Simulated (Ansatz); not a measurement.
The reference is Re in the hcp (Mg type) structure (space group P6_3/mmc, No. 194; a = 2.7579 Å, c = 4.4628 Å).

Method: r2SCAN (Ansatz, a first-principles code, PAW, no SOC).

Base values:

The volume per atom is 14.70 Å³.

Perturbation: a hydrostatic pressure of 15 GPa.

Task: What happens to the volume per atom?

Result: The volume per atom shrinks by 0.52 Å³ (14.70 Å³ → 14.18 Å³).

Load acts through the strain it causes; cell and atoms are relaxed under it. No phonon test of stability was made. No other phases were tried under pressure. The final runs are not spin-polarised.
